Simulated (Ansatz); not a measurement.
A computed series for Te3As2: response to strain

The parent structure is Te₃As₂ (space group C2/m, No. 12; made of chains).

```
CELL_PARAMETERS angstrom
      7.52004    -2.01472     0.00000
      7.52004     2.01472     0.00000
     -0.71010     0.00000    10.16716
ATOMIC_POSITIONS crystal
  Te 0.04061 0.04061 0.28921
  Te 0.95939 0.95939 0.71079
  Te 0.77749 0.77749 0.33182
  Te 0.22251 0.22251 0.66818
  Te 0.36795 0.36795 0.02804
  Te 0.63205 0.63205 0.97196
  As 0.62148 0.62148 0.43316
  As 0.37852 0.37852 0.56684
  As 0.20739 0.20739 0.14069
  As 0.79261 0.79261 0.85931
```

Cartesian axes are those of the cell as printed.

Strains are applied to the cell and any free atomic positions relax; under biaxial strain the out-of-plane vector relaxes too.

The values are results of Kohn–Sham DFT with the r2SCAN functional, run in Ansatz (a quantum-chemistry and plane-wave program) with PAW and 500 eV plane waves, without spin-orbit coupling, earlier PAW set, not measurements.

Notes on the quantities. band gap: an upper bound: an edge found on the path is not a true extremum; the base alone; pressure: mean of the normal stresses, compression positive.

```tsv
change	band gap	volume per atom	pressure
base	0.57 eV	30.81 Å³	0.00 GPa
biaxial strain −2.89 %, plane normal [001], relaxed out of plane	0.52 eV	29.69 Å³	1.15 GPa
isotropic strain +3.99 %	0.37 eV	34.64 Å³	-1.70 GPa
uniaxial strain ε_yy = +3.76 %	0.40 eV	31.97 Å³	(withheld)
```

Question: Complete the table.

Answer: 
- uniaxial strain ε_yy = +3.76 %, pressure: -1.18 GPa

Spin-orbit coupling, missing from the scalar runs, can matter with Te. Whether these cells are dynamically stable was not tested. No dispersion term is included, though the crystal is made of layers, chains or molecules, so its spacings can come out too wide.
